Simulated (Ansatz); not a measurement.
KMgF$_{3}$ in the cubic perovskite structure (space group Pm-3m, No. 221)

```cif
data_F3KMg
_chemical_formula_sum 'K1 Mg1 F3'
_space_group_name_H-M_alt 'P 1'
_space_group_IT_number 1
_cell_length_a 3.99125
_cell_length_b 3.99125
_cell_length_c 3.99125
_cell_angle_alpha 90.000
_cell_angle_beta 90.000
_cell_angle_gamma 90.000
loop_
_space_group_symop_operation_xyz
  'x, y, z'
loop_
_atom_site_label
_atom_site_type_symbol
_atom_site_fract_x
_atom_site_fract_y
_atom_site_fract_z
_atom_site_occupancy
K1 K 0.50000 0.50000 0.50000 1
Mg1 Mg 0.00000 0.00000 0.00000 1
F1 F 0.00000 0.50000 0.00000 1
F2 F 0.50000 0.00000 0.00000 1
F3 F 0.00000 0.00000 0.50000 1
```

Calculations: Ansatz (an electronic-structure program), PBEsol, PAW, cutoff 420 eV, no SOC. Settings: 8×8×8 k-points, 0.05 eV Fermi–Dirac smearing.

```json
{
 "volume_per_atom": "12.72 Å³",
 "density": "3.14 g/cm³",
 "band_gap": "7.12 eV, indirect, R → Γ",
 "electron_mass": "0.51 mₑ",
 "Lowest conduction-band minima above the VBM": "Γ 7.12 eV",
 "total_energy": "-1167.499 eV/atom (σ→0; compares only within this code and set-up)"
}
```

Effective masses come from finite differences of ±0.01 Å⁻¹. Stability against distortions was not tested.
